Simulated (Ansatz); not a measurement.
We consider A15 Nb₃Sn (cubic form, which distorts at low temperature), described by r²SCAN (Ansatz, a quantum-chemistry and plane-wave program, plane waves, PAW).

Numerical settings: plane-wave cutoff 560 eV, 10×10×10 k mesh, Fermi–Dirac smearing 0.05 eV, no spin polarisation, scalar-relativistic PAW data made under PBE.

Equation-of-state points:

| V (Å³/atom) | E − E_lowest (meV/atom) | P (GPa) |
|---|---|---|
| 17.536 | 39.61 | 11.94 |
| 17.909 | 17.01 | 7.55 |
| 18.282 | 4.11 | 3.59 |
| 18.655 | 0.00 | 0.01 |
| 19.028 | 3.81 | -3.22 |
| 19.401 | 14.78 | -6.14 |
| 19.774 | 32.20 | -8.78 |

Q: What bulk modulus B0 and pressure derivative B′ does a third-order Birch–Murnaghan fit give?

A: V0 = 18.656 Å³/atom, B0 = 170 GPa, B′ = 4.1 (fit to the energies at full precision).

Measured, for comparison: bulk modulus 165 GPa (4 K, zero-point motion not removed; as tabulated in Lu and Klein (1997), arXiv:cond-mat/9704251); equilibrium volume per atom 18.49 Å³/atom (temperature not stated, not corrected to a static lattice; as tabulated in Priinits et al. (2024), arXiv:2406.00817). Computed (rounded) less measured: bulk modulus +3 %, equilibrium volume per atom +0.9 %.

Note: symmetry holds this phase in the static calculation, where it need not be a minimum.

Spin–orbit coupling is not included.

Static lattice: no zero-point or thermal effects.
